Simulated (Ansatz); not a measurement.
Al_Hf+V_O in monoclinic HfO2

Level of theory: PBE, PAW (plane waves to 420 eV; Ansatz, a program for electronic structure). A supercell of 96 sites (2×2×2 repeats of a cell of 12 atoms) was used; the energies come from a 2×2×2 shifted sampling of its zone. Sites at the start: the Hf site; O(1) 2.05 Å away. Charged cells carry a point-charge image correction with potential alignment at far atoms. Dielectric constants: PBE linear response of the host. Host gap at this level: 4.04 eV. These values are not converged in cell size to better than tenths of an eV. PBE underestimates the host's gap, which shifts levels and can delocalise carriers. Spin–orbit coupling is left out, which matters for these heavy elements. Each state is the lowest found from its start.

Formation energies E_f are given with the Fermi level at the valence-band maximum. Chemical conditions: O-rich (Δμ(Hf) = -10.38 eV, Δμ(O) = 0.00 eV, Δμ(Al) = -7.45 eV, bounded by corundum; only phases computed here count, gases as isolated molecules at 0 K). Reference phases: Al: fcc Al, Hf: hcp Hf, O: O2 molecule in a box.

The name describes the start; the neighbours show where the atoms ended.

Charges with a result: +1, 0. Others weren't obtained, and one of them could lie lower, also by skipping a charge.

| charge | moment (μB) | point group | largest move off a lattice site (Å) | neighbours of the last Al atom of the defect at the end (Å) | image correction with alignment (eV) | E_f, O-rich (eV) |
|---|---|---|---|---|---|---|
| +1 | not spin-polarised | C1 | 0.53 | O 1.85, O 1.87, O 1.92, O 1.95, O 2.05, O 2.75 | -0.30 | 1.72 |
| 0 | 1.0 | C1 | 0.49 | O 1.86, O 1.88, O 1.93, O 1.97, O 2.05, O 2.86 | 0.00 | 4.90 |

Point groups are those of the whole cell at tolerances of 0.03 and 0.1 Å ("near" where only the looser one holds); none is given for unsettled states.

Transition levels above the valence-band maximum: ε(+1/0) = 3.18 eV. On the lower envelope of the bound states, inside the gap: (+1/0) at 3.18 eV.

Flagged in the runs: a host whose relaxation on this sampling wasn't shown to rest, a strain field that reaches the edge of the cell.

All states together cost roughly 5 core-hours.
